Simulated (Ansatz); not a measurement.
Base system: Ba2TaBiO6 (space group R-3, No. 148; a = 6.072 Å, c = 14.589 Å (hexagonal axes); a cell from a computed database, its experimental status unchecked). Axes: x lies along a and z along c of the hexagonal cell.

The values are results of Ansatz (a program for electronic structure), PBEsol, PAW, cutoff 420 eV, no spin-orbit coupling, not measurements.

For the base:

| Property | Value |
|---|---|
| Smallest direct gap | 2.49 eV |

Now apply this change: strain tensor (xx, yy, zz, yz, xz, xy) = (+2.38, −1.69, −0.83, −0.55, +1.60, −1.07) %; the atoms relax in the strained cell.

Question: Predict the new largest internal atomic displacement, stress and smallest direct gap.

Answer: The largest internal atomic displacement amounts to 0.251 Å; the stress (xx, yy, zz, yz, xz, xy; compression positive) is (-3.19, 0.96, 1.40, 0.97, -1.39, 1.06) GPa; the smallest direct gap decreases by 0.164 eV to 2.32 eV.

With Bi and Ta present, leaving out spin-orbit coupling can change the band edges. Whether these cells are dynamically stable was not tested.
